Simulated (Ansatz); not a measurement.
Electronic density of states of amorphous Si30N44Hf3, density 3.81 g/cm³, on a 2×2×2 Γ-centred mesh with a Gaussian width of 0.1 eV; energies count from the Fermi level, whose place inside the gap is arbitrary. Cell and mesh are small, so fine structure isn't converged. Method: PBE, scalar-relativistic without spin-orbit coupling (plane waves to 420 eV, PAW; Ansatz, a first-principles code). Sampling: a 2×2×2 Γ-centred mesh; Fermi-Dirac width 0.02 eV; no spin polarisation. At PBE the levels at both edges of the gap are localised (band-tail or defect states), and the nearest spread-out levels lie 3.1 eV apart at the zone centre.

It comes from a melt-quench run on a machine-learned potential (CHGNet), relaxed afterwards by DFT. N atoms were pushed apart under 1.9 Å during the dynamics, to hinder bonds among them. The hot cell started wider than the set density and was brought back towards it in steps. It is the lowest in DFT energy of 2 quenches. It is a model cell: composition and starting density were chosen by hand, and all elements were melted together. No dispersion term was used. Its density started from a set value of 3.81 and ended at 3.81 g/cm³. The simulated quench (nominally 380 K/ps over its main leg) is rapid and tends to freeze in more defects than a deposited or slowly cooled glass has. One small periodic cell is one sample of the glass; other quenches scatter about these values. The volume was held where the preparation left it and the shape relaxed, at a PBE pressure of 0.9 GPa. Stress components on the final sampling reach 1.1 GPa.

```tsv
E - EF (eV)	states/(eV atom)
-12.00	0.00
-11.90	0.00
-11.80	0.00
-11.70	0.00
-11.60	0.00
-11.50	0.00
-11.40	0.00
-11.30	0.01
-11.20	0.05
-11.10	0.08
-11.00	0.08
-10.90	0.08
-10.80	0.08
-10.70	0.10
-10.60	0.15
-10.50	0.19
-10.40	0.22
-10.30	0.19
-10.20	0.19
-10.10	0.18
-10.00	0.16
-9.90	0.19
-9.80	0.21
-9.70	0.22
-9.60	0.24
-9.50	0.22
-9.40	0.24
-9.30	0.29
-9.20	0.26
-9.10	0.23
-9.00	0.23
-8.90	0.24
-8.80	0.22
-8.70	0.18
-8.60	0.22
-8.50	0.28
-8.40	0.26
-8.30	0.22
-8.20	0.22
-8.10	0.26
-8.00	0.30
-7.90	0.29
-7.80	0.26
-7.70	0.28
-7.60	0.35
-7.50	0.38
-7.40	0.34
-7.30	0.34
-7.20	0.39
-7.10	0.37
-7.00	0.37
-6.90	0.39
-6.80	0.42
-6.70	0.44
-6.60	0.39
-6.50	0.41
-6.40	0.41
-6.30	0.40
-6.20	0.40
-6.10	0.41
-6.00	0.42
-5.90	0.42
-5.80	0.42
-5.70	0.48
-5.60	0.50
-5.50	0.46
-5.40	0.40
-5.30	0.41
-5.20	0.48
-5.10	0.52
-5.00	0.48
-4.90	0.48
-4.80	0.49
-4.70	0.48
-4.60	0.50
-4.50	0.51
-4.40	0.50
-4.30	0.45
-4.20	0.44
-4.10	0.46
-4.00	0.44
-3.90	0.45
-3.80	0.50
-3.70	0.45
-3.60	0.44
-3.50	0.47
-3.40	0.44
-3.30	0.45
-3.20	0.45
-3.10	0.48
-3.00	0.49
-2.90	0.48
-2.80	0.48
-2.70	0.44
-2.60	0.43
-2.50	0.49
-2.40	0.49
-2.30	0.45
-2.20	0.44
-2.10	0.49
-2.00	0.44
-1.90	0.36
-1.80	0.29
-1.70	0.21
-1.60	0.19
-1.50	0.16
-1.40	0.07
-1.30	0.08
-1.20	0.22
-1.10	0.18
-1.00	0.04
-0.90	0.00
-0.80	0.00
-0.70	0.00
-0.60	0.00
-0.50	0.00
-0.40	0.00
-0.30	0.00
-0.20	0.00
-0.10	0.00
0.00	0.00
0.10	0.00
0.20	0.00
0.30	0.00
0.40	0.00
0.50	0.00
0.60	0.00
0.70	0.00
0.80	0.00
0.90	0.00
1.00	0.04
1.10	0.13
1.20	0.09
1.30	0.09
1.40	0.13
1.50	0.08
1.60	0.15
1.70	0.24
1.80	0.19
1.90	0.15
2.00	0.23
2.10	0.22
2.20	0.12
2.30	0.12
2.40	0.12
2.50	0.15
2.60	0.24
2.70	0.31
2.80	0.33
2.90	0.30
3.00	0.30
3.10	0.26
3.20	0.29
3.30	0.32
3.40	0.29
3.50	0.31
3.60	0.30
3.70	0.29
3.80	0.30
3.90	0.34
4.00	0.36
4.10	0.37
4.20	0.39
4.30	0.42
```

The gap between localised states on this mesh is 2.19 eV; the broadening fills part of it in the curve.
